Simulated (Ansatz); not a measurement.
Density of states of SrZn₂N₂ (I4/mcm) above the conduction band minimum, PBEsol, rigid bands (Ansatz, a first-principles code); cell volume 153.1 Å³.

(energy from edge (eV), 10⁻³ states/eV/cell): (0.006, 3.05); (0.031, 7.76); (0.056, 11.2); (0.081, 14.8); (0.106, 18.2); (0.131, 21.6); (0.156, 25.0); (0.181, 28.9); (0.206, 32.7); (0.231, 36.4); (0.256, 40.9); (0.281, 45.3); (0.319, 51.7); (0.344, 56.8); (0.369, 61.7); (0.394, 66.4); (0.419, 71.9); (0.444, 77.3); (0.469, 83.0); (0.494, 88.8); (0.519, 94.4); (0.544, 101); (0.569, 107); (0.594, 114)

Task: What effective density of states at 300 K does this give (∫ g(E) exp(−E/k_BT) dE, both spins, divided by the cell's size)?

Result: 1.1e18 cm⁻³, a density-of-states mass of 0.124 mₑ, valleys and band degeneracy included.

Spin-orbit coupling is left out. Geometry: cell and atoms relaxed with PBEsol.

Computed structure with no diffraction record at hand here (it may be known, metastable or hypothetical): SrZn2N2 (I4/mcm).
